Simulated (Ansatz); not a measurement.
Here is the system:

End structure of a constructed model of the (111) surface of fcc Ag, a layer of Cu in place of the second plane (bottom of the slab: a bare face, its two planes held):

```xyz
6
Lattice="2.9334 0.0000 0.0000 -1.4667 2.5404 0.0000 0.0000 0.0000 28.0000" Properties=species:S:1:pos:R:3 pbc="T T T"
Ag     0.0000     1.6936     8.0903
Ag     1.4667     0.8468    10.4854
Ag     0.0000     0.0000    12.8711
Ag     0.0000     1.6936    15.2723
Cu     1.4667     0.8468    17.3864
Ag     0.0000     0.0000    19.4857
```

Model: 6-atom slab, 11.8 Å thick at the start with caps and adatoms (thin: gaps and levels are the slab's own), 15x15x1 mesh, Fermi-Dirac 0.1 eV, dipole correction, 2 atoms held, the rest relaxed; symmetry of the start imposed; no spin, no spin-orbit, no U. In PBE it is, or lies within 0.01 eV a 1x1 cell of, the lowest of the 2 structures of its composition computed so far; subsurface sites and larger cells were not tried.

Problem. Give the work function of the top face at the level PBE (Ansatz, a program for electronic structure).

Solution. 4.34 eV
